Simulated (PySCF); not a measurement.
PySCF 2.14.0, B3LYP/def2-svp, df: cyclotrisilazane (N1[SiH2]N[SiH2]N[SiH2]1), 15 atoms. The geometry is a generated start, not checked to be a minimum at this level.

```
Property                      Result
-------------------  ---------------
task                          energy
method                         b3lyp
basis                       def2-svp
two-electron scheme  density fitting
mol.max_memory               3000 MB
mf.max_cycle                     100
mf.init_guess        minao (default)
mf.DIIS              CDIIS (default)
mf.diis_space            8 (default)
mf.conv_tol          1e-09 (default)
mf.grids.level           3 (default)
basis functions                  141
grid points                   187520
```

```xyz
15

Si     1.6702    -0.4327    -0.5255
N      0.5109    -1.5268     0.1398
Si    -1.1724    -1.2974     0.4391
N     -1.4408     0.3999     0.6096
Si    -0.5365     1.7200    -0.0351
N      1.0840     1.1678    -0.2641
H      1.8540    -0.6937    -1.9670
H      2.9350    -0.5912     0.2045
H      0.8250    -2.4793     0.2019
H     -1.9736    -1.8407    -0.6752
H     -1.5195    -1.9478     1.7086
H     -2.3492     0.6476     0.9635
H     -0.5282     2.8067     0.9508
H     -1.1124     2.1723    -1.3165
H      1.7536     1.8955    -0.4344
```

One run each on 2 threads, 1 BLAS thread. Values of level_shift (Hartree) tried: 0 (default), 0.1, 0.3, 1.

Which value of level_shift (Hartree) needs the fewest Fock builds, and what happens away from it?

Fewest Fock builds, within one of each other: 0 (default) with 11, 0.1 with 11. The count rises to 31 at 1. All converge to one solution.

```tsv
level_shift (Hartree)	Fock builds	end
0 (default)	11	same solution
0.1	11	same solution
0.3	14	same solution
1	31	same solution
```
